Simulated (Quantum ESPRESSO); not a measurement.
# A short convergence ladder for Cl (Cmce, 4 atoms in the cell)

```
CELL_PARAMETERS angstrom
      2.24672    -3.12936     0.00000
      2.24672     3.12936     0.00000
      0.00000     0.00000     8.28478
ATOMIC_POSITIONS crystal
  Cl 0.87700 0.87700 0.89700
  Cl 0.62300 0.62300 0.39700
  Cl 0.37700 0.37700 0.60300
  Cl 0.12300 0.12300 0.10300
```

Base method: PBEsol, GBRV 1.5 ultrasoft (PBESOL) pseudopotentials (plane waves; Quantum ESPRESSO 7.5).

Base settings: ecutwfc = 40 Ry; ecutrho = 200 Ry; occupations = smearing; smearing = fermi-dirac; degauss = 0.000734986 Ry; potentials = {Cl: cl_pbesol_v1.4.uspp.F.UPF}; K_POINTS = automatic 3 3 2 0 0 0; conv_thr = 1e-10 Ry; mixing_beta = 0.7.

Core times come from one kind of shared machine, to one figure; runs under 30 s give none.

**Zone-centre phonons against the cutoff**

In this ladder: occupations = fixed; smearing = default; degauss = default; nbnd = 22; ph.x.tr2_ph = 1e-14; ph.x.fildyn = dyn.G; ph.x.epsil = true; dynmat.x.fildyn = dyn.G; dynmat.x.asr = crystal. Moved along: ecutrho.

The mesh stays at the base's, so the ladder's end is converged at best in this setting alone.

Frequencies are those of the unrelaxed cell, without the LO-TO term of polar crystals.

Only quantities that move along the ladder and can be compared are tabulated; the gap is left out on so coarse a mesh.

| ecutwfc | highest zone-centre frequency (cm⁻¹) | lowest optical frequency (cm⁻¹) | mean ε∞ | core time / last (rough) |
|---|---|---|---|---|
| 20 Ry | 480.7 | -37.1 | 3.263 | 0.3 |
| 28 Ry | 474.4 | 31.4 | 3.289 | 0.5 |
| 40 Ry | 475.4 | 42.2 | 3.292 | 0.7 |
| 48 Ry | 475.3 | 40.9 | 3.292 | 1 |

Coarsest ecutwfc that holds the highest zone-centre frequency within 5 cm⁻¹ of the last step, with all finer ones: 28 Ry; the step before is off by 5.4 cm⁻¹.

Coarsest ecutwfc that holds the mean ε∞ within 0.02 of the last step, with all finer ones: 28 Ry; the step before is off by 0.028.

Coarsest ecutwfc that holds the lowest optical frequency within 5 cm⁻¹ of the last step, with all finer ones: 40 Ry; the step before is off by 9.5 cm⁻¹.

On the base run: the starting cell has typed, rounded lattice constants, without a prior relaxation at this level. Its lattice was rescaled by up to half a per cent.
